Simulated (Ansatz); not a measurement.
**Hypothetical NiAs type KF under a change: K → Na**

The parent structure is KF in the NiAs type structure (space group P6_3/mmc, No. 194; a = 3.739 Å, c = 6.598 Å; a hypothetical phase, not in the database extracts checked).

The change: Na takes the place of K on all its sites, then cell and atoms are relaxed.

Computed with PBE, PAW, 420 eV (Ansatz, a first-principles code; no spin-orbit coupling). k-mesh 12×12×6 (Γ-centred); smearing 0.05 eV (Fermi–Dirac), for the changed cell.

| quantity | base | changed | shift |
|---|---|---|---|
| volume per atom | 19.97 Å³ | 13.05 Å³ | -6.92 Å³ |
| lattice parameter a | 3.739 Å | 3.254 Å | -0.485 Å |
| c/a ratio | 1.764 | 1.750 | -0.014 |
| space group | P6_3/mmc (No. 194) | P6_3/mmc (No. 194) | – |
| band gap | 5.90 eV | 5.99 eV | +0.09 eV |
| gap character | direct at Γ | direct at Γ | – |
| electron mass | – | 0.57 mₑ (at Γ) | – |
| valence-band top at Γ (three highest levels, from the VBM) | 0.00, 0.00, -0.08 eV | 0.00, 0.00, -0.18 eV | – |

Masses are band curvatures over ±0.01 Å⁻¹ around the edge. Whether these cells are dynamically stable was not tested. As relaxed here, NaF is a hypothetical phase, not in the database extracts checked.
